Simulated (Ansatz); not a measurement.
Band structure of ZnS (P6_3mc, 12 atoms in the cell).

```yaml
crystal:
  lattice:
    - [3.83233, 0.00000, 0.00000]
    - [-1.91616, 3.31890, 0.00000]
    - [0.00000, 0.00000, 18.79828]
  atoms:
    - { symbol: Zn, position: [0.33333, 0.66667, 0.83326] }
    - { symbol: Zn, position: [0.66667, 0.33333, 0.33326] }
    - { symbol: Zn, position: [0.66667, 0.33333, 0.66686] }
    - { symbol: Zn, position: [0.33333, 0.66667, 0.16686] }
    - { symbol: Zn, position: [0.00000, 0.00000, 0.49994] }
    - { symbol: Zn, position: [0.00000, 0.00000, 0.99994] }
    - { symbol: S, position: [0.33333, 0.66667, 0.95812] }
    - { symbol: S, position: [0.66667, 0.33333, 0.45812] }
    - { symbol: S, position: [0.66667, 0.33333, 0.79171] }
    - { symbol: S, position: [0.33333, 0.66667, 0.29171] }
    - { symbol: S, position: [0.00000, 0.00000, 0.62511] }
    - { symbol: S, position: [0.00000, 0.00000, 0.12511] }
```

Level of theory: PBEsol, PAW files made with PBE (plane waves; Ansatz, a program for electronic structure).

Settings: basis.ecutwfc = 420 eV; kpoints.mp_grid.grid = 9 9 2; hamiltonian.xc = pbesol; hamiltonian.pseudopotentials = {kind: paw} (the program's default PAW files); scf.occupations.method = fixed; kpoints.band_path.npoints = 10.

The starting cell comes from a database of computed structures (which also holds hypothetical and non-ambient phases and stackings), without a prior relaxation at this level. Its lattice was rescaled by a random factor within 2.5 % of one.

Q: Predict the gap along the standard path and the places of the band edges.

A: The gap along the path is 1.95 eV, direct at Γ to within 0.01 eV.

Levels in eV from the top of the valence band on the path, bands 51 to 58:
| point | 51 | 52 | 53 | 54 | 55 | 56 | 57 | 58 |
|---|---|---|---|---|---|---|---|---|
| Γ | -0.24 | -0.03 | 0.00 | 0.00 | 1.95 | 3.04 | 3.10 | 3.18 |
| M | -1.25 | -1.24 | -1.09 | -0.87 | 3.29 | 3.43 | 3.46 | 3.72 |
| K | -1.88 | -1.53 | -1.48 | -1.48 | 4.28 | 4.29 | 4.29 | 5.19 |
| A | -0.07 | -0.07 | -0.07 | -0.07 | 2.45 | 2.45 | 3.12 | 3.12 |
| L | -1.21 | -1.21 | -0.97 | -0.97 | 3.22 | 3.22 | 3.72 | 3.72 |
| H | -1.69 | -1.69 | -1.54 | -1.54 | 4.54 | 4.54 | 4.61 | 4.61 |

Keys are those of Ansatz 0.2.
